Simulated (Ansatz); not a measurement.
F on the 1x1 (101) surface of anatase TiO2 (cut with top plane O), one in a 2x1 cell, energies for each (39.6 Å²). Energies are against ½ F2(g), without zero-point or thermal terms; each row is named by its start (#2, #3: further inequivalent places of a kind).

Host crystal: anatase TiO2, with a band gap (PBE, scalar-relativistic without spin-orbit coupling).

The numbers are results of PBE (plane waves to 420 eV, PAW; Ansatz, a program for electronic structure), not measurements.

Set-up: 37 atoms, 9.4 Å thick at the start under the adsorbate (thin: gaps and levels are the slab's own); mesh 3x4x1; 0.01 eV smearing; dipole correction on; 14 atoms held, the rest relaxed; each run with such symmetry as its start has; spin-polarised, no spin-orbit, no U, no dispersion correction.

A negative adsorption energy means that the adsorbate is more stable on the surface than in its reference. Starts that drift may end in the same place. Heights count from the host atoms within 0.3 Å of the top one. Moments of ungapped slabs depend on the mesh.

```json
[
 {"starting site": "top O (the adsorbate broke or entered a bond of the host)", "E_ads (eV)": "0.03", "height (Å)": "0.87", "nearest host atom (Å)": "Ti 1.81", "bonded to": "Ti", "change of the vacuum step (eV)": "1.03", "lateral drift (Å)": "1.7", "moment (μB)": "1.0"},
 {"starting site": "top O #2", "E_ads (eV)": "-0.80", "height (Å)": "1.20", "nearest host atom (Å)": "Ti 1.77", "bonded to": "Ti", "change of the vacuum step (eV)": "1.16", "lateral drift (Å)": "1.9", "moment (μB)": "1.0"},
 {"starting site": "over Ti at depth 0.9 Å", "E_ads (eV)": "-0.80", "height (Å)": "1.20", "nearest host atom (Å)": "Ti 1.77", "bonded to": "Ti", "change of the vacuum step (eV)": "1.16", "lateral drift (Å)": "0.8", "moment (μB)": "1.0"},
 {"starting site": "over Ti at depth 1.4 Å", "E_ads (eV)": "-0.80", "height (Å)": "1.20", "nearest host atom (Å)": "Ti 1.77", "bonded to": "Ti", "change of the vacuum step (eV)": "1.16", "lateral drift (Å)": "2.5", "moment (μB)": "1.0"},
 {"starting site": "hollow O-O-O over O at depth 4.4 Å", "E_ads (eV)": "-0.80", "height (Å)": "1.20", "nearest host atom (Å)": "Ti 1.77", "bonded to": "Ti", "change of the vacuum step (eV)": "1.16", "lateral drift (Å)": "2.9", "moment (μB)": "1.0"},
 {"starting site": "bridge O-O-O (span 3.8 Å) (the adsorbate broke or entered a bond of the host)", "E_ads (eV)": "0.10", "height (Å)": "0.72", "nearest host atom (Å)": "Ti 1.84", "bonded to": "Ti", "change of the vacuum step (eV)": "0.71", "lateral drift (Å)": "1.9", "moment (μB)": "1.0"},
 {"starting site": "bridge O-O (span 2.8 Å)", "E_ads (eV)": "-0.80", "height (Å)": "1.20", "nearest host atom (Å)": "Ti 1.77", "bonded to": "Ti", "change of the vacuum step (eV)": "1.16", "lateral drift (Å)": "1.6", "moment (μB)": "1.0"}
]
```
